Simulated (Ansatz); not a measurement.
Defect: interstitial Cu in rock-salt TiN, neutral cell. Computed with PBE, PAW (plane waves to 420 eV; Ansatz, an electronic-structure program).

Cell of 64 host sites held at the relaxed PBE lattice; a 3×3×3 k-point mesh shifted by half a step; Fermi-Dirac width 0.10 eV, spin-restricted; finite-size errors left in. Static, classical nuclei. Sites that were not tried may lie lower.

The step: a concerted move, in which Cu travels most; the atom moves 2.12 Å along (0.50, 0.00, 0.00) of the unit cell; the moving atom starts with neighbours 4 N at 1.92; 4 Ti at 2.20 Å and ends with 4 N at 1.92; 4 Ti at 2.20 Å. On the band's own sampling the forward barrier is 1.43 eV. Harmonic modes of the moving Cu atom alone, all others held, come from finite differences of 0.015 Å. The saddle point's order was not checked, and it lies on a symmetry element of the cell, where a band can be held.

**Question.** Give the atom's modes at both geometries.

**Answer.** start 9.4, 9.4, 9.4 THz; saddle point 2.0i, 10.5 and 12.4 THz.

**Question.** What attempt frequency and zero-point change of the barrier follow from these modes alone, and what classical rate at 500 K?

**Answer.** ν = (9.4 × 9.4 × 9.4) / (10.5 × 12.4) ≈ 6.3 THz. The zero-point energy changes the barrier by h/2 × (22.9 − 28.1) THz = -0.011 eV. The classical rate is ν exp(−1.43/0.0431) ≈ 0.02 s⁻¹. One atom's modes give a rough prefactor, not that of the whole cell.
